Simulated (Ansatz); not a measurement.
Effective masses and thermopower of MgO under load (space group I4/mmm)

Consider the following.

```
CELL_PARAMETERS angstrom
      0.00000     2.09052     2.10946
      2.09052     0.00000     2.10946
      2.09052     2.09052     0.00000
ATOMIC_POSITIONS crystal
  Mg 0.00000 0.00000 0.00000
  O  0.50000 0.50000 0.50000
```

The numbers are results of r2SCAN, rigid bands (plane waves, PAW, scalar-relativistic; Ansatz, a program for electronic structure), not measurements. Condition of this run: biaxial stress xx = yy = 2 GPa (compression positive) (the target of the relaxation). Geometry: cell and atoms relaxed with r2SCAN, then loaded as said.

| Item | Result |
|---|---|
| band gap | 5.75 eV |
| electron conductivity mass (300 K, dilute) | 0.38 (x), 0.38 (y), 0.37 (z) mₑ |
| hole conductivity mass (300 K, dilute) | 2.2 (x), 2.2 (y), 2.3 (z) mₑ |
| effective density of states N_c (300 K) | 5.7e18 cm⁻³ |
| effective density of states N_v (300 K) | 1.9e20 cm⁻³ |
| density-of-states mass, electrons | 0.37 mₑ |
| density-of-states mass, holes | 3.9 mₑ |
| Seebeck coefficient, n-type 1e19 cm⁻³, 300 K | -179 μV/K |
| best n-type power factor at 300 K for τ = 10 fs (best axis; densities from 1e16 to 1e21 cm⁻³ tried, whether or not they can be reached) | 2.5 μW/(cm·K²) at 3e19 cm⁻³ |
| Seebeck coefficient, p-type 1e19 cm⁻³, 300 K | 499 μV/K |

Rigid bands; masses and Seebeck coefficients take one relaxation time τ for all states and one kind of carrier; polarons and phonon drag are left out. Spin-orbit coupling is left out.
